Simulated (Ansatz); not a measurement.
# Migration barriers: interstitial B in hcp Ru, neutral cell

Consider interstitial B in hcp Ru, neutral cell. The numbers are results of PBE, PAW (plane waves to 420 eV; Ansatz, an electronic-structure program), not measurements.

36-site cell at the relaxed PBE lattice, a 2×2×2 k-point mesh shifted by half a step along c, smearing 0.10 eV, spin-restricted, no finite-size correction. No zero-point or tunnelling terms. Sites that were not tried may lie lower.

Barriers: single points on a 4×4×4 k-point mesh shifted by half a step along c at the bands' geometries (they differ from the bands' own by up to 0.13 eV, and are uncertain by about as much).

```csv
Route,Start site over the lowest site run (eV),Hop (Å),Forward barrier (eV),Backward barrier (eV),Neighbours at the start,Neighbours at the saddle,Saddle order,"Forward, on the band's own sampling (eV)"
a direct jump of one B atom,0.00,2.15,1.87,1.87,6 Ru at 2.02 Å,3 Ru at 1.86 Å,"not checked, on a symmetry element",1.75
a direct jump of one B atom,0.00,2.72,1.96,1.96,6 Ru at 2.02 Å,"2 Ru at 1.83, 2 Ru at 2.28, 2 Ru at 2.34 Å","not checked, on a symmetry element",1.83
```

Paths come from climbing-image nudged elastic band runs. Of the routes that converged and passed our checks, the lowest saddle point lies 1.87 eV above the lowest of the sites run (a direct jump of one B atom); other sites, such as split forms, and other routes may lie lower. A band can be held on a symmetry element, so unchecked saddle points there may be too high.

The whole set of runs took very roughly 2.5 core-hours.
